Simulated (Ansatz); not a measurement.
**TiN: response to strain**

Base system: TiN in the rock salt structure (space group Fm-3m, No. 225; a = 4.233 Å; relaxed with 0.1 eV smearing). Axes: x, y, z lie along the cube axes.

Strains are applied to the cell and any free atomic positions relax.

Calculations: Ansatz (a first-principles code), r2SCAN, PAW, cutoff 500 eV, spin-orbit coupling left out.

Candidates:
(a) isotropic strain −3.83 %
(b) uniaxial strain ε_xx = +2.88 %
(c) tensor shear ε_xz = +1.63 %
(d) tensor shear ε_xz = +0.22 %
(e) isotropic strain −5.73 %

Notes on the quantities. energy relative to the base: free energy F.

Task: Order them by energy relative to the base, highest first.

Result: (e) isotropic strain −5.73 % (+0.311 eV/atom), (a) isotropic strain −3.83 % (+131 meV/atom), (b) uniaxial strain ε_xx = +2.88 % (+13 meV/atom), (c) tensor shear ε_xz = +1.63 % (+5.7 meV/atom), (d) tensor shear ε_xz = +0.22 % (+0.1 meV/atom)

No phonon test of stability was made. All final runs are without spin polarisation. An odd electron count without spin: TiN.
